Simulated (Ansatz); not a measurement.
```yaml
crystal:
  lattice:
    - [3.47962, 0.00000, 0.00000]
    - [-1.73981, 3.01344, 0.00000]
    - [0.00000, 0.00000, 6.07750]
  atoms:
    - { symbol: Ti, position: [0.33333, 0.66667, 0.03412] }
    - { symbol: Te, position: [0.00000, 0.00000, 0.72567] }
    - { symbol: S, position: [0.66667, 0.33333, 0.24021] }
```

Method: LDA, DFPT electron-phonon coupling, linearised Boltzmann equation (Ansatz, a first-principles code), smearing 0.20 eV, k spacing 0.2 Å⁻¹, phonons solved on a 5×5×3 q mesh; geometry: relaxed with this functional, without spin-orbit coupling.

### Question
The run solved the phonons by linear response and then gave no resistivity. What stopped it?

### Answer
An imaginary mode of 4i cm⁻¹ at q = (0.000, 0.036, 0.000) in reciprocal-lattice units, so harmonic scattering rates are undefined. That q lies off the solved mesh, where frequencies are interpolated, so it points to an instability but doesn't prove one; a mode this soft can come from the k mesh or the smearing alone.

Spin-orbit coupling is left out.

Computed structure with no diffraction record at hand here (it may be known, metastable or hypothetical): TiTeS (P3m1).
